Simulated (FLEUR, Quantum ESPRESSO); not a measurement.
A Quantum ESPRESSO input for a self-consistent single point of MoIr₃ (P6_3/mmc, 8 atoms in the cell) (DFT, LDA (PZ), plane waves, GBRV 1.5 ultrasoft (LDA) pseudopotentials):

```fortran
&control
  calculation = 'scf'
  prefix = 'pwscf'
  outdir = './tmp/'
  pseudo_dir = './'
  tprnfor = .true.
  tstress = .true.
/
&system
  ibrav = 0
  nat = 8
  ntyp = 2
  ecutwfc = 40
  ecutrho = 320
  occupations = 'smearing'
  smearing = 'gauss'
  degauss = 0.019992
/
&electrons
  conv_thr = 1.0d-10
  mixing_beta = 0.3
/
ATOMIC_SPECIES
Ir   192.2170  ir_lda_v1.2.uspp.F.UPF
Mo    95.9500  mo_lda_v1.uspp.F.UPF
CELL_PARAMETERS bohr
  10.36892682     0.00000000     0.00000000
  -5.18446341     8.97975404     0.00000000
   0.00000000     0.00000000     8.28644906
ATOMIC_POSITIONS angstrom
Ir    2.74349989    3.16475288    1.09625000
Ir   -1.36900644    3.95831704    3.28875000
Ir    1.37449344    0.79356416    1.09625000
Ir    0.00000000    1.58712832    3.28875000
Ir    4.11250633    0.79356416    1.09625000
Ir    1.36900644    3.95831704    3.28875000
Mo    0.00000000    3.16792080    1.09625000
Mo    2.74349989    1.58396040    3.28875000
K_POINTS automatic
5 5 5  0 0 0
```

Translate this input to FLEUR.

This is the input that was run; spellings and numerical settings could be chosen otherwise.

Input of the input generator:

```
MoIr3 FLAPW
&input film=f /
1.0000000000 0.0000000095 0.0000000000
-0.5000000083 0.8660253990 0.0000000000
0.0000000000 0.0000000000 0.7991616877
10.3689268197
1.0 1.0 1.0

8
77 0.8330000000 0.6660000000 0.2500000000
77 0.1670000000 0.8330000000 0.7500000000
77 0.3340000000 0.1670000000 0.2500000000
77 0.1670000000 0.3340000000 0.7500000000
77 0.8330000000 0.1670000000 0.2500000000
77 0.6660000000 0.8330000000 0.7500000000
42 0.3333333333 0.6666666667 0.2500000000
42 0.6666666667 0.3333333333 0.7500000000

&comp jspins=1 /
&exco xctyp='pz' /
&kpt div1=5 div2=5 div3=5 /
&end /
```

```xml
<?xml version="1.0" encoding="UTF-8" standalone="no"?>
<fleurInput fleurInputVersion="0.39">
   <comment>
      MoIr3 FLAPW                                                                                         
   </comment>
   <calculationSetup>
      <cutoffs Kmax="4.2" Gmax="14.7" GmaxXC="14.7" numbands="0"/>
      <scfLoop itmax="80" minDistance="0.00001" maxIterBroyd="40" imix="Anderson" alpha="0.05" precondParam="0.0" spinf="2.0"/>
      <coreElectrons ctail="T" frcor="F" kcrel="0" coretail_lmax="0"/>
      <xcFunctional name="pz" relativisticCorrections="F"/>
      <magnetism jspins="1"/>
      <soc l_soc="F" theta="0.0" phi="0.0" spav="F"/>
      <expertModes spex="0" secvar="F"/>
      <geometryOptimization l_f="T" forcealpha="1.0" forcemix="BFGS" epsdisp="0.00001" epsforce="0.00001"/>
      <ldaU l_linMix="F" mixParam="0.05" spinf="1.0"/>
   </calculationSetup>
   <cell>
      <bzIntegration valenceElectrons="118.0" mode="gauss" fermiSmearingEnergy="0.00999582">
         <kPointListSelection listName="default-1"/>
         <!-- k-points included here -->
         <xi:include xmlns:xi="http://www.w3.org/2001/XInclude" href="kpts.xml"> </xi:include>
      </bzIntegration>
      <!-- symmetry operations included here -->
      <xi:include xmlns:xi="http://www.w3.org/2001/XInclude" href="sym.xml"> </xi:include>
      <bulkLattice scale="1.0">
         <bravaisMatrix>
            <row-1>   10.3689268197000004     0.0000000985048048     0.0000000000000000</row-1>
            <row-2>   -5.1844634959120928     8.9797539862324935     0.0000000000000000</row-2>
            <row-3>    0.0000000000000000     0.0000000000000000     8.2864490568692446</row-3>
         </bravaisMatrix>
      </bulkLattice>
   </cell>
   <atomSpecies>
      <species name="Iridium (Ir)" element="Ir" atomicNumber="77">
         <mtSphere radius="2.39" gridPoints="823" logIncrement="0.016"/>
         <atomicCutoffs lmax="10" lnonsphr="8"/>
         <electronConfig flipSpins="F">
            <coreConfig>(1s1/2) (2s1/2) (2p1/2) (2p3/2) (3s1/2) (3p1/2) (3p3/2) (4s1/2) (3d3/2) (3d5/2) (4p1/2) (4p3/2) (5s1/2) (4d3/2) (4d5/2) (4f5/2) (4f7/2)</coreConfig>
            <valenceConfig>(5p1/2) (5p3/2) (6s1/2) (5d3/2) (5d5/2)</valenceConfig>
            <stateOccupation state="(5d3/2)" spinUp="1.4" spinDown="1.4"/>
            <stateOccupation state="(5d5/2)" spinUp="2.1" spinDown="2.1"/>
         </electronConfig>
         <energyParameters s="6" p="6" d="5" f="5"/>
         <lo type="SCLO" l="1" n="5" eDeriv="0"/>
      </species>
      <species name="Molybdenum (Mo)" element="Mo" atomicNumber="42">
         <mtSphere radius="2.39" gridPoints="823" logIncrement="0.015"/>
         <atomicCutoffs lmax="10" lnonsphr="8"/>
         <electronConfig flipSpins="F">
            <coreConfig>(1s1/2) (2s1/2) (2p1/2) (2p3/2) (3s1/2) (3p1/2) (3p3/2) (3d3/2) (3d5/2)</coreConfig>
            <valenceConfig>(4s1/2) (4p1/2) (4p3/2) (5s1/2) (4d3/2) (4d5/2)</valenceConfig>
            <stateOccupation state="(5s1/2)" spinUp="0.5" spinDown="0.5"/>
            <stateOccupation state="(4d3/2)" spinUp="1.0" spinDown="1.0"/>
            <stateOccupation state="(4d5/2)" spinUp="1.5" spinDown="1.5"/>
         </electronConfig>
         <energyParameters s="5" p="5" d="4" f="4"/>
         <lo type="SCLO" l="0" n="4" eDeriv="0"/>
         <lo type="SCLO" l="1" n="4" eDeriv="0"/>
      </species>
   </atomSpecies>
   <atomGroups>
      <atomGroup species="Iridium (Ir)">
         <relPos label="                   1">-.1670000000 -.3340000000 1.000/4.000</relPos>
         <relPos label="                   2">.1670000000 -.1670000000 -1.000/4.000</relPos>
         <relPos label="                   3">.3340000000 .1670000000 1.000/4.000</relPos>
         <relPos label="                   4">.1670000000 .3340000000 -1.000/4.000</relPos>
         <relPos label="                   5">-.1670000000 .1670000000 1.000/4.000</relPos>
         <relPos label="                   6">-.3340000000 -.1670000000 -1.000/4.000</relPos>
         <force calculate="T" relaxXYZ="TTT"/>
      </atomGroup>
      <atomGroup species="Molybdenum (Mo)">
         <relPos label="                   7">1.000/3.000 -1.000/3.000 1.000/4.000</relPos>
         <relPos label="                   8">-1.000/3.000 1.000/3.000 -1.000/4.000</relPos>
         <force calculate="T" relaxXYZ="TTT"/>
      </atomGroup>
   </atomGroups>
   <output dos="F" band="F" slice="F">
      <checks vchk="F" cdinf="F"/>
      <bandDOS minEnergy="-.5*Htr" maxEnergy="0.5*Htr" sigma="0.015" storeEVData="T"/>
      <vacuumDOS vacdos="F" integ="F" star="F" nstars="0" locx1="0.0" locy1="0.0" locx2="0.0" locy2="0.0" nstm="0" tworkf="0.0"/>
      <unfoldingBand unfoldBand="F" supercellX="1" supercellY="1" supercellZ="1"/>
      <plotting iplot="0" polar="F">
         <plot TwoD="T" vec1="  1.0  0.0  0.0" vec2="  0.0  1.0  0.0" vec3="  0.0  0.0  1.0" zero="  0.0  0.0  0.0" file="plot"/>
      </plotting>
      <chargeDensitySlicing numkpt="0" minEigenval="0.0" maxEigenval="0.0" nnne="0" pallst="F"/>
      <specialOutput eonly="F"/>
      <magneticCircularDichroism mcd="F" energyLo="-10.0" energyUp="0.0"/>
   </output>
  <!-- We include the file relax.xml here to enable relaxations (see documentation) -->
  <xi:include xmlns:xi="http://www.w3.org/2001/XInclude" href="relax.xml"> <xi:fallback/> </xi:include>
</fleurInput>
```

Basis, cutoffs, solver keys and any potentials are the target program's own. This input uses DFT, LDA (Perdew-Zunger), all-electron FLAPW (FLEUR), scalar-relativistic valence. LDA parametrisations can differ slightly between programs.

The starting cell comes from a database of published, mostly measured structures (it also holds non-ambient and calculated ones), without a prior relaxation at this level.
